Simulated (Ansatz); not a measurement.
Response to strain in Si

Take Si in the diamond structure (space group Fd-3m, No. 227; a = 5.444 Å) as the base. Axes: x, y, z lie along the cube axes.

Strains are applied to the cell and any free atomic positions relax; under biaxial strain the out-of-plane vector relaxes too.

Calculations: Kohn–Sham DFT with the r2SCAN functional, run in Ansatz (a quantum-chemistry and plane-wave program) with PAW and 500 eV plane waves, no spin-orbit coupling.

Notes on the quantities. pressure: mean of the normal stresses, compression positive.

| case | pressure | shortest interatomic distance | out-of-plane strain |
|---|---|---|---|
| base | 0.00 GPa | 2.357 Å | – |
| biaxial strain −2.33 %, plane normal [001], relaxed out of plane | 3.07 GPa | 2.335 Å | +1.70 % |
| biaxial strain −1.11 %, plane normal [001], relaxed out of plane | [?] | [?] | [?] |
| biaxial strain +2.73 %, plane normal [110], relaxed out of plane | -3.76 GPa | 2.375 Å | -1.13 % |
| biaxial strain −1.13 %, plane normal [111], relaxed out of plane | 1.80 GPa | 2.340 Å | +0.48 % |
| tensor shear ε_xz = −0.80 % | 0.00 GPa | 2.351 Å | – |

### Question
Complete the table.

### Answer

- biaxial strain −1.11 %, plane normal [001], relaxed out of plane, pressure: 1.41 GPa
- biaxial strain −1.11 %, plane normal [001], relaxed out of plane, shortest interatomic distance: 2.346 Å
- biaxial strain −1.11 %, plane normal [001], relaxed out of plane, out-of-plane strain: +0.81 %

A biaxial case was relaxed in a doubled cell and then solved in the primitive one. Stability against distortions was not tested.
